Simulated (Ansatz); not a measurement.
An Ansatz (a quantum-chemistry and plane-wave program) input (Ansatz, PBEsol, PAW, cutoff 420 eV, spin-orbit coupling left out):

Ansatz 0.2 input:
```yaml
crystal:
  lattice:
    - [-1.5376806983, 1.5376806983, 1.5376806983]
    - [1.5376806983, -1.5376806983, 1.5376806983]
    - [1.5376806983, 1.5376806983, -1.5376806983]
  atoms:
    - { symbol: W, position: [0, 0, 0] }
basis: { ecutwfc: 420, ecutrho_ratio: 4, xc_grid: 2, fft_grid_basis: typed }
kpoints: { mp_grid: { grid: [29, 29, 29] } }
hamiltonian:
  xc: pbesol
  dispersion: none
  pseudopotentials: { kind: paw }
scf: { occupations: { method: fermi_dirac, width: 0.1 }, convergence: { dr2_threshold: 0.0000000001 } }
relax: { f_tol: 0.005, max_steps: 50 }
output: { forces: true, stress: true }
checkpoint: { write: state.ck, write_every: 1000 }
```

Q: Which symmetry and how many k-points will the program report, and about how many plane waves at Γ?

A: Space group Im-3m (ITA 229) with 48 operations, k-points 680 of 24389, and 321 plane waves at Γ.

Q: And the final pressure?

A: 28.68 GPa (compression positive).

The cells carry an imposed strain or load. Stability against distortions was not tested. All final runs are without spin polarisation. The cell was made from W in the bcc (W type) structure (space group Im-3m, No. 229) by this change: isotropic strain −2.50 %.
